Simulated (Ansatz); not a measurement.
A computed series for NaI: response to strain

The reference is NaI in the rock salt structure (space group Fm-3m, No. 225).

```cif
data_I4Na4
_chemical_formula_sum 'Na4 I4'
_space_group_name_H-M_alt 'Fm-3m'
_space_group_IT_number 225
_space_group_name_Hall '-F 4 2 3'
_cell_length_a 6.52809
_cell_length_b 6.52809
_cell_length_c 6.52809
_cell_angle_alpha 90.000
_cell_angle_beta 90.000
_cell_angle_gamma 90.000
loop_
_atom_site_label
_atom_site_type_symbol
_atom_site_symmetry_multiplicity
_atom_site_Wyckoff_symbol
_atom_site_fract_x
_atom_site_fract_y
_atom_site_fract_z
_atom_site_occupancy
Na1 Na 4 a 0.00000 0.00000 0.00000 1
I1 I 4 b 0.50000 0.50000 0.50000 1
```
(The calculation used a cell of 2 atoms; values per cell refer to that cell.)

Strains are applied to the cell and any free atomic positions relax.

The values are results of PBE (Ansatz, an electronic-structure program), no SOC, not measurements.

Candidates:
(a) isotropic strain +1.00 %
(b) isotropic strain +2.00 %
(c) isotropic strain −1.50 %
(d) isotropic strain +0.50 %
(e) isotropic strain −2.50 %

Notes on the quantities. energy relative to the base: free energy F.

Order them by energy relative to the base, highest first.

(e) isotropic strain −2.50 % (+10 meV/atom), (b) isotropic strain +2.00 % (+5.4 meV/atom), (c) isotropic strain −1.50 % (+3.6 meV/atom), (a) isotropic strain +1.00 % (+1.4 meV/atom), (d) isotropic strain +0.50 % (+0.3 meV/atom)

No phonon test of stability was made.
